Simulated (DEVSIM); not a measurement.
Structure: abrupt Ge n-p junction, at 250 K.

```
layer (left to right)  material  thickness (μm)  Nd (cm⁻³)  Na (cm⁻³)  τn (s)  τp (s)
---------------------  --------  --------------  ---------  ---------  ------  ------
1                            Ge           0.970     1.7e15          -  3.5e-5  3.5e-5
2                            Ge            5.50          -       2e14  3.5e-5  3.5e-5
```

Left contact: ohmic. Right contact: ohmic. Voltage is applied to the left contact. Recombination: SRH at mid-gap, radiative. Mobility is μmin + (μ − μmin)/(1 + (N/Nref)^α).

Constants are typed, rounded textbook-type inputs, not results; the design itself was drawn at random and stands for no fabricated device. Values at 300 K; Nc and Nv go as T^1.5, mobilities as T to minus their exponent, the gap by Varshni's rule with the affinity fixed. The table also holds parameters that only a changed run uses.

```csv
parameter,Ge
gap (eV),0.664
affinity (eV),4
permittivity,16
Nc (cm⁻³),1.04e19
Nv (cm⁻³),6e18
μn (cm²/Vs),3900
μp (cm²/Vs),1900
"μn,min",150
"μp,min",100
"Nref,n",2.6e17
"Nref,p",4e17
αn,0.56
αp,0.6
T exponent of μn,1.66
T exponent of μp,2.33
B (cm³/s),6.4e-14
Cn (cm⁶/s),1e-31
Cp (cm⁶/s),1e-31
Varshni α (eV/K),0.000477
Varshni β (K),235
```

Model (solved in DEVSIM): 1D drift-diffusion, Boltzmann statistics, complete ionisation; no tunnelling, impact ionisation, image-force lowering or self-heating.

Base results: dark forward voltage at 1 A/cm² (V) 0.191; largest field in the device at zero bias (V/cm) 3300; potential step across the device at zero bias (V) 0.285; dark forward voltage at 100 A/cm² (V) 0.376.

Question: What follows from this one change: thickness of layer 1 0.97 → 4.8 μm?

Answer: dark forward voltage at 1 A/cm² 0.191 → 0.197 V; largest field in the device at zero bias little changed (3300 V/cm); potential step across the device at zero bias little changed (0.285 V); dark forward voltage at 100 A/cm² little changed (0.377 V).

Question: What follows from this one change: thickness of layer 2 5.5 → 28 μm?

Answer: dark forward voltage at 1 A/cm² 0.191 → 0.227 V; largest field in the device at zero bias little changed (3300 V/cm); potential step across the device at zero bias little changed (0.285 V); dark forward voltage at 100 A/cm² 0.376 → 0.663 V.

Question: What follows from this one change: doping Nd of layer 1 1.7e+15 → 5.1e+15 cm^-3?

Answer: dark forward voltage at 1 A/cm² little changed (0.195 V); largest field in the device at zero bias 3300 → 4200 V/cm; potential step across the device at zero bias 0.285 → 0.308 V; dark forward voltage at 100 A/cm² 0.376 → 0.355 V.
